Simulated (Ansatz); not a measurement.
The starting structures come from a database of crystals and need not be the phases stable at ambient conditions.

The decay constant κ of evanescent states in the gap governs leakage through a thin film.

Here is the system:

```
Ba2SrO6Te
1.0
    6.11840     0.00000     0.00000
   -0.14188     8.70159     0.00000
    2.98826     4.35080     3.09447
Ba Sr Te O
2 1 1 6
Direct
  0.49587   0.74794   0.00000
  0.50413   0.25206   0.00000
  0.00000   0.00000   0.00000
  0.00000   0.50000   0.00000
  0.95406   0.67156   0.10210
  0.04594   0.32844   0.89790
  0.44522   0.77366   0.50884
  0.55478   0.22634   0.49116
  0.05616   0.28250   0.38906
  0.94384   0.71750   0.61094
```

Space group of this cell: R-3. The cell is taken as given; by r2SCAN its mean pressure is -4.2 GPa.

Transport runs along the normal of the first two printed cell vectors, the (110) plane of the conventional cell.

The gap is the functional's own. No spin-orbit coupling. Mid-gap values are interpolated on the energy grid.

### Question
State the band gap and the smallest decay constant κ at mid-gap according to r2SCAN (Ansatz, a first-principles code).

### Answer
Gap 3.80 eV on a 10×10×10 mesh; κ = 0.350 1/Å, at the zone centre.
